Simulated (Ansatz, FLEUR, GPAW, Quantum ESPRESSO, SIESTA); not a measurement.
## One structure in several programs: Y₂Ni₂Sn (Immm, 5 atoms in the cell)

Self-consistent single point, at a second geometry (lattice scaled by 0.98). First geometry:

```
Y2Ni2Sn
1.0
   -2.13574     2.79784     4.14642
    2.13574    -2.79784     4.14642
    2.13574     2.79784    -4.14642
Y Ni Sn
2 2 1
Direct
  0.70322   0.20322   0.50000
  0.29678   0.79678   0.50000
  0.71180   0.50000   0.21180
  0.28820   0.50000   0.78820
  0.00000   0.00000   0.00000
```

Shared settings, as Ansatz (a first-principles code) writes them: kpoints.mp_grid.grid = 5 5 5; scf.occupations.method = fermi_dirac; scf.occupations.width = 0.01 Ry. Potentials and cutoffs stand in the table.

```csv
code,model,ΔF from the first geometry (meV/atom),pressure (GPa),largest force (eV/Å),cutoff
SIESTA,"GGA PBEsol, numerical atomic orbitals DZP, PseudoDojo PBEsol standard norm-conserving potentials (rewritten from UPF to PSML)",-1.3,3.25,0.030,grid 300 Ry
FLEUR,"PBEsol, all-electron FLAPW (FLEUR), scalar-relativistic valence",1.7,–,–,Kmax 3.9 1/bohr
GPAW,"PBEsol, GPAW PAW datasets PBEsol (made by gpaw-setup)",2.3,3.63,0.167,850 eV
Ansatz,"PBEsol, PAW files made with PBE",2.5,3.60,0.124,30.9 Ry
Quantum ESPRESSO,"PBEsol, GBRV 1.5 ultrasoft (PBESOL) pseudopotentials",2.7,2.95,0.119,50 Ry
```

For Quantum ESPRESSO (by 0.7 GPa) the energy change implies a higher mean pressure, against the two pressures, than for the other programs: a sign of finite-basis (Pulay) stress.

Size of the force on each atom (eV/Å): Sizes of forces hide their directions.

```json
[
 {"code": "SIESTA", "Y1": "0.030", "Y2": "0.030", "Ni3": "0.018", "Ni4": "0.018", "Sn5": "0.000"},
 {"code": "GPAW", "Y1": "0.038", "Y2": "0.038", "Ni3": "0.167", "Ni4": "0.167", "Sn5": "0.000"},
 {"code": "Ansatz", "Y1": "0.041", "Y2": "0.041", "Ni3": "0.124", "Ni4": "0.124", "Sn5": "0.000"},
 {"code": "Quantum ESPRESSO", "Y1": "0.044", "Y2": "0.044", "Ni3": "0.119", "Ni4": "0.119", "Sn5": "0.000"}
]
```

A dash marks a value that a program does not give, or that is left out as unsure.

On Ansatz's run: spin polarisation is off.

The spread over the programs that give each value: ΔF from the first geometry within 4.0 meV/atom; pressure within 0.68 GPa; largest force within 0.137 eV/Å.

SIESTA uses small atom-centred bases, whose incompleteness enters pressures, forces and empty levels differently from a plane-wave cutoff. FLEUR treats all electrons, but the usual bases taken here (sphere radii, linearisation, local orbitals, empty states) were not tested for convergence, so the values are no reference for the others. Ansatz's pressure is given at a fixed set of plane waves, as the other plane-wave codes print theirs. In the force vectors, SIESTA (by 0.106) lies more than 0.08 eV/Å from the median of the plane-wave programs.

The starting cell comes from a database of computed structures (which also holds hypothetical and non-ambient phases and stackings), without a prior relaxation at this level. For this run, on top of that: lattice scaled by 0.98.

Left out of this page: Elk (not drawn, or without a comparable value).

Keys are those of Ansatz 0.2.
